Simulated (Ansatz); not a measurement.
MgS (model structure, started from the BeO type, P4₂/mnm, No. 136, 8 atoms in the cell), treated with r²SCAN (Ansatz, a quantum-chemistry and plane-wave program, plane waves, PAW).

Run with plane-wave cutoff 560 eV, 6×6×10 k mesh (along the axes of the cell as run), Fermi–Dirac smearing 0.01 eV, scalar-relativistic PAW data made under PBE.

Computed at the level's own relaxed cell.

```yaml
crystal:
  lattice:
    - [6.82422, 0.00000, 0.00000]
    - [0.00000, 6.82422, 0.00000]
    - [0.00000, 0.00000, 4.06289]
  atoms:
    - { symbol: Mg, position: [0.32694, 0.67306, 0.00000] }
    - { symbol: Mg, position: [0.67306, 0.32694, 0.00000] }
    - { symbol: Mg, position: [0.82694, 0.82694, 0.50000] }
    - { symbol: Mg, position: [0.17306, 0.17306, 0.50000] }
    - { symbol: S, position: [0.31147, 0.31147, 0.00000] }
    - { symbol: S, position: [0.68853, 0.68853, 0.00000] }
    - { symbol: S, position: [0.18853, 0.81147, 0.50000] }
    - { symbol: S, position: [0.81147, 0.18853, 0.50000] }
```

**Question.** List the 22 lowest band energies at Γ above −25 eV (eV, relative to the valence band maximum), grouping those that round alike.

**Answer.** At Γ: -11.84, -11.13 (×2), -11.01, -3.51, -2.42, -2.12 (×2), -1.51, -1.28, -0.59 (×2), -0.31, -0.08 (×2), 0.00, 4.07, 5.27, 5.75 (×2), 5.98, 7.49.

Note: the relaxation could raise the start's symmetry but not lower it, so the cell can be a saddle point.

A model structure was made by putting elements into a prototype or built by hand; it is no filed structure, need not be a known phase, and can be a saddle point held by its symmetry.
